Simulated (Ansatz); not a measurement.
System: WCl₄ (C2/m, No. 12; cell taken from a computed entry). Method: PBEsol in Ansatz (PAW).

Numerical settings: plane-wave cutoff 500 eV, 8×8×6 k mesh (along the axes of the cell as run), Fermi–Dirac smearing 0.05 eV, no spin polarisation, scalar-relativistic PAW data made under PBE.

Cell (relaxed at this level):

Space group C2/m (No. 12); a = 12.472 Å, b = 6.406 Å, c = 8.303 Å, α = 90.00°, β = 131.23°, γ = 90.00°

| atom | site | symmetry | x | y | z |
|---|---|---|---|---|---|
| W | 4g | 2 | 0.0000 | 0.2061 | 0.0000 |
| Cl | 4i | m | 0.1731 | 0.5000 | 0.1671 |
| Cl | 4i | m | 0.2074 | 0.0000 | 0.2001 |
| Cl | 8j | 1 | 0.0053 | 0.2380 | 0.2790 |
(The calculation used a cell of 10 atoms; values per cell refer to that cell.)

### Question
Estimate the band gap that the calculation returns.

### Answer

- band gap = 0.21 eV (on the SCF k mesh)

Note: the cell comes from a level without a dispersion term, which matters for the spacing of layers, chains or molecules; the relaxation could not lower the start's symmetry, so the cell can be a saddle point above a distorted one; the cell has widely spaced layers and the level no dispersion term, so their spacing and the moduli can rest on weak binding.

Spin–orbit coupling is not included.

Computed values are for the static lattice.

Ansatz is a program for electronic structure.
